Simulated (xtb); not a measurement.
xtb 6.7.1, GFN2-xTB: CN(C)[SiH2]O[Si](C)(C)[O][Al]([OH])[OH], 28 atoms. The geometry is a generated start, not checked to be a minimum at this level.

```json
{
  "method": "GFN2-xTB",
  "--acc": "1 (default)",
  "--etemp (K)": "300 (default)",
  "detailed input (--input)": "none: ANC optimiser, Lindh (1995) Hessian, microcycle=20, maxdispl=1.0, hlow=0.01 (default)",
  "basis_functions": "82",
  "valence_electrons": "72"
}
```

```xyz
28

Si     1.3056     0.4970     0.8206
N      2.6655     0.3287    -0.2061
C      3.8941     1.0115     0.0994
C      2.5796    -0.0829    -1.5866
O      0.2595    -0.6149     0.2908
Si    -1.3038    -1.0621     0.3800
C     -1.5614    -2.3925    -0.9492
C     -1.7065    -1.6226     2.1481
O     -2.2129     0.2369     0.0302
Al    -2.9836     1.6691    -0.3490
O     -2.2106     3.1389    -0.3604
O     -4.5892     1.5570    -0.7259
H      0.6464     1.8158     0.7909
H      1.7193     0.1616     2.1842
H      3.9280     1.2366     1.1615
H      3.9857     1.9510    -0.4595
H      4.7499     0.3785    -0.1560
H      1.6252    -0.5706    -1.7508
H      2.6667     0.7731    -2.2669
H      3.3868    -0.7847    -1.8173
H     -1.2824    -3.3747    -0.5835
H     -0.9666    -2.1882    -1.8329
H     -2.6028    -2.4328    -1.2516
H     -2.7389    -1.9431     2.2388
H     -1.0725    -2.4518     2.4443
H     -1.5471    -0.8157     2.8565
H     -1.3359     3.4512    -0.1675
H     -5.2982     2.1296    -0.9824
```

The structure is relaxed from this start with --opt LEVEL for the levels crude, sloppy, loose, lax, normal, tight, vtight, extreme, once each. Up to the end of the extreme run atoms move by at most 4.2 Å along an axis.

Problem. What is the loosest level that ends within 1 meV of the extreme run, and how many cycles does it take?

Solution. vtight: 217 cycles against 226, ending 0.0048 meV above.

```
level    cycles  energy above the extreme run (meV)  gradient norm (eV/Å)
-------  ------  ----------------------------------  --------------------
crude         1                                 300                  0.17
sloppy        1                                 300                  0.17
loose         1                                 300                  0.17
lax           2                                 300                 0.086
normal       21                                 300                 0.035
tight        23                                 300                 0.014
vtight      217                          under 0.01                0.0027
extreme     226                                   —                0.0023
```
